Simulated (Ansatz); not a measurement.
**A computed series for Al: pressure series**

Consider Al in the fcc (Cu type) structure (space group Fm-3m, No. 225; a = 3.991 Å).

Cell and atoms are relaxed at each pressure.

Level of theory: r2SCAN, PAW, 500 eV (Ansatz, a program for electronic structure; no spin-orbit coupling), earlier PAW set.

Notes on the quantities. enthalpy: H = E + PV relative to the base's energy.

| case | volume per atom | enthalpy |
|---|---|---|
| base | 15.89 Å³ | – |
| pressure −2 GPa | 16.25 Å³ | -0.20 eV/atom |
| pressure −1 GPa | 16.07 Å³ | -0.10 eV/atom |
| pressure 1.8 GPa | 15.60 Å³ | +0.18 eV/atom |
| pressure 4.2 GPa | … | +0.41 eV/atom |
| pressure 9 GPa | 14.66 Å³ | +0.86 eV/atom |
| pressure 18 GPa | 13.79 Å³ | +1.65 eV/atom |
| pressure 30 GPa | 12.93 Å³ | +2.65 eV/atom |
| pressure 45 GPa | 12.12 Å³ | +3.82 eV/atom |
| pressure 60 GPa | 11.49 Å³ | +4.93 eV/atom |

Problem. Complete the table.

Solution. 
- pressure 4.2 GPa, volume per atom: 15.25 Å³

Load acts through the strain it causes; cell and atoms are relaxed under it. Stability against distortions was not tested. No other phases were tried under pressure.
